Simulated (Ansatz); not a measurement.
Results of r²SCAN+SOC (plane waves, PAW; Ansatz, an electronic-structure program) for SrLaAlO4 (I4mm, No. 107, 7 atoms in the cell; start mp-1218184).

Numerical settings: plane-wave cutoff 560 eV, 12×12×12 k mesh, Fermi–Dirac smearing 0.01 eV, PAW data made under PBE.

Cell (relaxed with PBEsol):

```cif
data_Al2La2O8Sr2
_chemical_formula_sum 'Sr2 La2 Al2 O8'
_space_group_name_H-M_alt 'I4mm'
_space_group_IT_number 107
_space_group_name_Hall 'I 4 -2'
_cell_length_a 3.75310
_cell_length_b 3.75310
_cell_length_c 12.41250
_cell_angle_alpha 90.000
_cell_angle_beta 90.000
_cell_angle_gamma 90.000
loop_
_atom_site_label
_atom_site_type_symbol
_atom_site_symmetry_multiplicity
_atom_site_Wyckoff_symbol
_atom_site_fract_x
_atom_site_fract_y
_atom_site_fract_z
_atom_site_occupancy
Sr1 Sr 2 a 0.00000 0.00000 0.64220 1
La1 La 2 a 0.00000 0.00000 0.35821 1
Al1 Al 2 a 0.00000 0.00000 0.00505 1
O1 O 2 a 0.00000 0.00000 0.83883 1
O2 O 2 a 0.00000 0.00000 0.16392 1
O3 O 4 b 0.00000 0.50000 0.49590 1
```
(The calculation used a cell of 7 atoms; values per cell refer to that cell.)

Problem. Give the computed band gap, smallest direct gap on the k points sampled and Γ–Γ gap.

Solution. 
- band gap = 3.53 eV (indirect)
- smallest direct gap on the k points sampled = 3.72 eV
- Γ–Γ gap = 4.26 eV

Note: cell and atoms aren't relaxed at this level (largest force component 0.19 eV/Å, pressure 2.5 GPa).

It cost about 9 core-minutes (a rough figure) of CPU time.

A start named mp-… is a Materials Project structure, which need not be a measured phase.
